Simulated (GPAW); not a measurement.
```
CELL_PARAMETERS angstrom
      3.56197     0.00000     0.00000
     -1.78098     3.08475     0.00000
      0.00000     0.00000     6.77579
ATOMIC_POSITIONS crystal
  Zn 0.33333 0.66667 0.35584
  Zn 0.66667 0.33333 0.85584
  P  0.33333 0.66667 0.01916
  P  0.66667 0.33333 0.51916
```

Method: PBEsol, GPAW PAW datasets PBEsol (made by gpaw-setup) (plane waves; GPAW).

The set-up and first iterations of a GPAW log for ZnP (P6_3mc, 4 atoms in the cell):

```
Input parameters:
  convergence: {density: 1e-05,
                energy: 1e-05}
  kpts: {gamma: True,
         size: (10, 10, 5)}
  maxiter: 150
  mode: {ecut: 850,
         name: pw}
  nbands: -10
  occupations: {name: methfessel-paxton,
                order: 0,
                width: 0.2}
  symmetry: {symmorphic: False,
             tolerance: 0.0005}
  xc: PBEsol

species:
  Zn:
    name: Zinc
    Z: 30.0
    valence: 12
    core: 18
    charge: 0.0
    file: Zn.PBEsol.gz

    # Using partial waves for Zn as LCAO basis

  P:
    name: Phosphorus
    Z: 15.0
    valence: 5
    core: 10
    charge: 0.0
    file: P.PBEsol.gz

    # Using partial waves for P as LCAO basis

Reference energy: -116219.274706  # eV

Spin-paired calculation

Convergence criteria:
 Maximum [total energy] change in last 3 cyles: 1e-05 eV / valence electron
 Maximum integral of absolute [dens]ity change: 1e-05 electrons / valence electron
   [... lines left out ...]
  Fine grid: 48*48*96 grid
  Total Charge: 0.000000

Density mixing:
  Method: separate
  Backend: pulay
  Linear mixing parameter: 0.05
  old densities: 5
  Damping of long wavelength oscillations: 50

Hamiltonian:
  XC and Coulomb potentials evaluated on a 48*48*96 grid
  External potential:
    NoExternalPotential

XC parameters: PBEsol with 2 nearest neighbor stencil

Number of atoms: 4
Number of atomic orbitals: 26
Number of bands in calculation: 27
Number of valence electrons: 34
Bands to converge: occupied

Density initialized from atomic densities
  26 bands from LCAO basis set
  1 band from random numbers

Atomic positions and initial magnetic moments

Positions:
   0 Zn    -0.000001    2.056504    2.411097    ( 0.0000,  0.0000,  0.0000)
   1 Zn     1.780985    1.028250    5.798991    ( 0.0000,  0.0000,  0.0000)
   2 P     -0.000001    2.056504    0.129824    ( 0.0000,  0.0000,  0.0000)
   3 P      1.780985    1.028250    3.517719    ( 0.0000,  0.0000,  0.0000)

Unit cell:
           periodic     x           y           z      points  spacing
  1. axis:    yes    3.561967    0.000000    0.000000    24     0.1285
  2. axis:    yes   -1.780983    3.084754    0.000000    24     0.1285
  3. axis:    yes    0.000000    0.000000    6.775789    48     0.1412

  Lengths:   3.561967   3.561967   6.775789
  Angles:   90.000000  90.000000 119.999992

Effective grid spacing dv^(1/3) = 0.1391
     iter     time        total  log10-change:
                         energy   eigst   dens
iter:   1 --:--:--   -14.748000
iter:   2 --:--:--   -14.807406   -0.45  -1.31
iter:   3 --:--:--   -14.397779   -1.42  -1.33
iter:   4 --:--:--   -14.510502   -1.31  -1.47
iter:   5 --:--:--   -14.382597   -2.24  -1.68
```

### Question
How does the run end?

### Answer
The run converged in 27 iterations. Its thresholds were met; that alone does not show that basis and mesh suffice. It ends on: free energy E − TS (from the program's reference atoms) -14.3775 eV; Fermi level (on the code's own zero) 4.40 eV; pressure 0.89 GPa; largest force (vector length) 0.076 eV/Å. The log goes on:

```
   [... 3 lines left out ...]
iter:   9 --:--:--   -14.369636   -4.09  -2.56
iter:  10 --:--:--   -14.361480   -3.36  -2.59
iter:  11 --:--:--   -14.358922   -3.36  -2.85
   [... lines left out ...]
iter:  13 --:--:--   -14.358959c  -4.94  -3.48
iter:  14 --:--:--   -14.358963c  -5.96  -3.57
iter:  15 --:--:--   -14.358973c  -4.89  -3.60
iter:  16 --:--:--   -14.358941c  -6.10  -3.77
iter:  17 --:--:--   -14.359151c  -4.46  -3.89
iter:  18 --:--:--   -14.358937c  -4.81  -3.51
iter:  19 --:--:--   -14.358937c  -5.91  -4.19
iter:  20 --:--:--   -14.358936c  -6.65  -4.26
iter:  21 --:--:--   -14.358937c  -6.91  -4.29
iter:  22 --:--:--   -14.358936c  -8.39c -4.31
iter:  23 --:--:--   -14.358935c  -7.01  -4.37
iter:  24 --:--:--   -14.358935c  -8.41c -4.44
iter:  25 --:--:--   -14.358935c  -8.06c -4.48
iter:  26 --:--:--   -14.358935c  -7.28  -4.73
iter:  27 --:--:--   -14.358935c  -7.43c -5.06c
Converged after 27 iterations.

Dipole moment: (0.000000, -0.000000, -3.710838) |e|*Ang

Energy contributions relative to reference atoms: (reference = -116219.274706)

Kinetic:         +6.931470
Potential:       -3.903255
External:        +0.000000
XC:             -17.252750
Entropy (-ST):   -0.037221
Local:           -0.115789
SIC:             +0.000000
--------------------------
Free energy:    -14.377545
Extrapolated:   -14.358935

Showing only first 2 kpts
 Kpt  Band  Eigenvalues  Occupancy
  0    15      5.41491    0.00000
  0    16      6.40486    0.00000
  0    17      6.40487    0.00000
  0    18      7.38846    0.00000

  1    15      5.49562    0.00000
  1    16      6.29215    0.00000
  1    17      6.29216    0.00000
  1    18      8.53959    0.00000

Fermi level: 4.40454

No gap
No difference between direct/indirect transitions
Energy (eV): -14.358935

Forces in eV/Ang:
  0 Zn   -0.00000   -0.00000   -0.07565
  1 Zn    0.00000    0.00000   -0.07565
  2 P     0.00000    0.00000    0.07602
  3 P     0.00000   -0.00000    0.07602

Stress tensor:
    -0.002454     0.000000    -0.000000
     0.000000    -0.002454     0.000000
    -0.000000     0.000000    -0.011679
Stress (GPa, Voigt): [-0.3932 -0.3932 -1.8711  0.     -0.      0.    ]
```

For comparison: a first run was changed to give this one (lattice scaled by 0.98), and from it to this one the free energy goes down by 10.2 meV/atom, the pressure goes from -3.45 to 0.89 GPa and the largest force goes from 0.017 to 0.076 eV/Å.

The starting cell comes from a database of computed structures (which also holds hypothetical and non-ambient phases and stackings), without a prior relaxation at this level. For this run, on top of that: lattice scaled by 0.98. The run gives no clean gap (levels at the Fermi energy touch, overlap or are partly filled at this smearing), which alone does not show that the compound is a metal.

The run was DFT PBEsol, plane waves, GPAW PAW datasets PBEsol (made by gpaw-setup). Main settings of its input:

| key | value |
|---|---|
| mode | pw |
| ecut | 850 eV |
| xc | PBEsol |
| kpts | 10 10 5 |
| mesh shift (steps) | 0 0 0 |
| occupations.name | methfessel-paxton |
| occupations.width | 0.2 eV |
| occupations.order | 0 |
| nbands | -10 |
| convergence.density | 1e-05 e/electron |
| convergence.energy | 1e-05 eV/electron |
| symmetry.symmorphic | false |
